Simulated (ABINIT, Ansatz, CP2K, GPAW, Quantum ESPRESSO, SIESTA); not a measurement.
# Code comparison for Al₂Au (Fm-3m, 3 atoms in the cell)

Self-consistent single point.

```xyz
3
Lattice="0.0000 3.0297 3.0297 3.0297 0.0000 3.0297 3.0297 3.0297 0.0000" Properties=species:S:1:pos:R:3 pbc="T T T"
Al     1.5148     1.5148     1.5148
Al     4.5445     4.5445     4.5445
Au     0.0000     0.0000     0.0000
```

All programs got the same cell, k-point mesh and kind of occupations (in Ansatz's words: kpoints.mp_grid.grid = 6 6 6; scf.occupations.method = fermi_dirac; scf.occupations.width = 0.1 eV); potentials, basis and cutoffs are each program's usual ones.

```csv
code,model,pressure (GPa),k-points,cutoff
Quantum ESPRESSO,"PBE, PseudoDojo standard norm-conserving (PBE) pseudopotentials",0.04,16,80 Ry
CP2K,"PBE, GPW, DZVP-MOLOPT-SR-GTH basis, GTH-PBE potentials (GTH_POTENTIALS)",1.52,112,grid 500 Ry
GPAW,"PBE, GPAW PAW datasets PBE (gpaw-data 1.0.1)",0.56,16,600 eV
ABINIT,"PBE, PAW (JTH v2.0 PBE PAW)",0.07,16,52 Ry
SIESTA,"GGA PBE, numerical atomic orbitals DZP, PseudoDojo PBE standard norm-conserving potentials (rewritten from UPF to PSML)",0.52,132,grid 400 Ry
Ansatz,"PBE, default PAW files",0.18,16,default
```

The spread over the programs that give each value: pressure within 1.48 GPa.

The starting cell comes from a database of computed structures (which also holds hypothetical and non-ambient phases and stackings), without a prior relaxation at this level. Its lattice was rescaled by a random factor within 2.5 % of one. On Ansatz's run: Spin-orbit coupling is off.

Why do the programs differ, and what cannot be compared?

Differences of this kind can come from the potentials, where these differ, and from what each basis and cutoff leave unconverged. The valence holds different numbers of electrons (Quantum ESPRESSO 25, CP2K 17, GPAW 17, ABINIT 17, SIESTA 25, Ansatz (an electronic-structure program) 25). The zero of total energies and Fermi levels follows the potentials and each program's conventions, so they are not compared here. CP2K and SIESTA use small atom-centred bases, whose incompleteness enters pressures, forces and empty levels differently from a plane-wave cutoff. Ansatz's pressure is given at a fixed set of plane waves, as the other plane-wave codes print theirs; with its correction for the finite basis it is 0.23 GPa. The programs reduce the same mesh by symmetry to different extents, which changes the work and not the result. In the pressure, CP2K (by 1.39) lies more than 1 GPa from the median of the plane-wave programs.

Left out of this page: Elk and FLEUR (not drawn, or without a comparable value).

Keys are those of Ansatz 0.2.
